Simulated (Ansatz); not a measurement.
The starting structures come from a database of crystals and need not be the phases stable at ambient conditions.

Tunnelling through a barrier is set by its complex band structure: the current falls as exp(−2κd) with the smallest κ.

Data:

```xyz
5
Lattice="7.6451 0.0000 0.0000 3.8225 7.5364 0.0000 3.8225 -0.6463 2.1102" Properties=species:S:1:pos:R:3 pbc="T T T"
Ca     0.0000     0.0000     0.0000
Cd     5.0967     4.3632     1.3363
Cd    10.1934     2.5270     0.7739
As     5.0967     1.6375     0.5015
As    10.1934     5.2526     1.6087
```

Space group of this cell: P-3m1. The cell is taken as given.

Transport runs along the normal of the first two printed cell vectors, the (111) plane of the conventional cell.

The gap is the functional's own. No spin-orbit coupling. Mid-gap values are interpolated on the energy grid.

**Question.** State the band gap and the smallest decay constant κ at mid-gap according to Ansatz (a first-principles code) with r2SCAN.

**Answer.** Gap 0.75 eV on a 14×14×14 mesh; κ = 0.055 1/Å, at the zone centre.
